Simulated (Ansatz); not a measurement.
Start from C in the diamond structure (space group Fd-3m, No. 227; a = 3.560 Å). Axes: x, y, z lie along the cube axes.

The values are results of r2SCAN (Ansatz, an electronic-structure program, PAW, no SOC), not measurements.

Before the change:

| Property | Value |
|---|---|
| Pressure | 0.01 GPa |
| Valence-band top at Γ | 0.00, 0.00, 0.00 eV |

Now apply this change: uniaxial strain ε_zz = +0.50 %, all other strain components held at zero; the atoms relax in the strained cell.

Problem. Estimate the effect on the pressure.

Solution. The pressure (mean of the normal stresses, compression positive) shrinks by 2.23 GPa, from 0.01 GPa to -2.22 GPa.

Problem. What does the calculation give for the valence-band top at Γ after the change?

Solution. The valence-band top at Γ (three highest levels, from the VBM) changes from 0.00, 0.00, 0.00 eV to 0.00, 0.00, -0.08 eV.

The levels and masses belong to the bands next to the band gap. Stability against distortions was not tested.
